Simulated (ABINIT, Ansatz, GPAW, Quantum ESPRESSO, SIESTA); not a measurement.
**Code comparison for Ir3Os (Pm-3m, 4 atoms in the cell)**

Self-consistent single point.

```yaml
crystal:
  lattice:
    - [3.84807, 0.00000, 0.00000]
    - [0.00000, 3.84807, 0.00000]
    - [0.00000, 0.00000, 3.84807]
  atoms:
    - { symbol: Os, position: [0.00000, 0.00000, 0.00000] }
    - { symbol: Ir, position: [0.00000, 0.50000, 0.50000] }
    - { symbol: Ir, position: [0.50000, 0.00000, 0.50000] }
    - { symbol: Ir, position: [0.50000, 0.50000, 0.00000] }
```

All programs got the same cell, k-point mesh and kind of occupations (in Ansatz's words: kpoints.mp_grid.grid = 11 11 11; scf.occupations.method = fermi_dirac; scf.occupations.width = 0.1 eV); potentials, basis and cutoffs are each program's usual ones.

```json
[
 {"code": "ABINIT", "model": "PBEsol, norm-conserving pseudopotentials (PseudoDojo nc-sr-04 PBEsol standard)", "pressure (GPa)": "-6.89", "k-points": "56", "cutoff": "1007 eV"},
 {"code": "SIESTA", "model": "GGA PBEsol, numerical atomic orbitals DZP, PseudoDojo PBEsol standard norm-conserving potentials (rewritten from UPF to PSML)", "pressure (GPa)": "-7.63", "k-points": "666", "cutoff": "grid 350 Ry"},
 {"code": "Ansatz", "model": "PBEsol, PAW files made with PBE", "pressure (GPa)": "-6.48", "k-points": "56", "cutoff": "default"},
 {"code": "GPAW", "model": "PBEsol, GPAW PAW datasets PBEsol (made by gpaw-setup)", "pressure (GPa)": "-7.88", "k-points": "56", "cutoff": "600 eV"},
 {"code": "Quantum ESPRESSO", "model": "PBEsol, SSSP 1.1.2 efficiency (PBE) pseudopotentials", "pressure (GPa)": "-6.65", "k-points": "56", "cutoff": "40 Ry"}
]
```

The spread over the programs that give each value: pressure within 1.40 GPa.

The starting cell comes from a database of computed structures (which also holds hypothetical and non-ambient phases and stackings), without a prior relaxation at this level. On Ansatz's run: Spin-orbit coupling is off. Spin polarisation is off. In the base run, with a pressure of about -6 GPa the cell is away from its equilibrium volume at this level.

### Question
Why do the programs differ, and what cannot be compared?

### Answer
Differences of this kind can come from the potentials, where these differ, and from what each basis and cutoff leave unconverged. The valence holds different numbers of electrons (ABINIT 67, SIESTA 67, Ansatz (a first-principles code) 67, GPAW 59, Quantum ESPRESSO 61). The zero of total energies and Fermi levels follows the potentials and each program's conventions, so they are not compared here. SIESTA uses small atom-centred bases, whose incompleteness enters pressures, forces and empty levels differently from a plane-wave cutoff. Ansatz's pressure is given at a fixed set of plane waves, as the other plane-wave codes print theirs; with its correction for the finite basis it is -6.40 GPa. The programs reduce the same mesh by symmetry to different extents, which changes the work and not the result. In the pressure, GPAW (by 1.11) lies more than 1 GPa from the median of the plane-wave programs.

Left out of this page: Elk and FLEUR (not drawn, or without a comparable value).

Keys are those of Ansatz 0.2.
